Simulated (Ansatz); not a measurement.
Consider SnTe in the rock salt structure (space group Fm-3m, No. 225; a = 6.370 Å). Axes: x, y, z lie along the cube axes.

The values are results of r2SCAN (Ansatz, a first-principles code), no spin-orbit coupling, not measurements.

Perturbation: uniaxial strain ε_zz = −1.00 %, all other strain components held at zero; the atoms relax in the strained cell.

**Question.** Predict the stress tensor and what it implies for the stiffness.

**Answer.** Stress of the strained cell less that of the base (GPa, compression positive):
```
   0.03    0.00    0.00
   0.00    0.03    0.00
   0.00    0.00    1.34
```

Then −Δσ_ii/ε with ε = -0.0100 gives relaxed-ion elastic constants: C33 ≈ 134 GPa.

Stability against distortions was not tested.
